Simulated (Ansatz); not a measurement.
Start from Y in the hcp (Mg type) structure (space group P6_3/mmc, No. 194; a = 3.594 Å, c = 5.610 Å; relaxed with 0.1 eV smearing).

Computed with plane-wave PAW DFT at the PBEsol level (Ansatz, a program for electronic structure, 420 eV), no SOC.

Base values:

The pressure comes out as 0.0 GPa and the band gap is zero.

The change: every lattice vector is shortened by 1.50 %, atoms relaxed at fixed cell.

What does the calculation give for the energy relative to the base, pressure and band gap after the change?

The energy rises by 8.6 meV/atom; the pressure (mean of the normal stresses, compression positive) goes from zero to 2.0 GPa; the band gap remains zero.

The cells carry an imposed strain or load. Stability against distortions was not tested. All final runs are without spin polarisation.
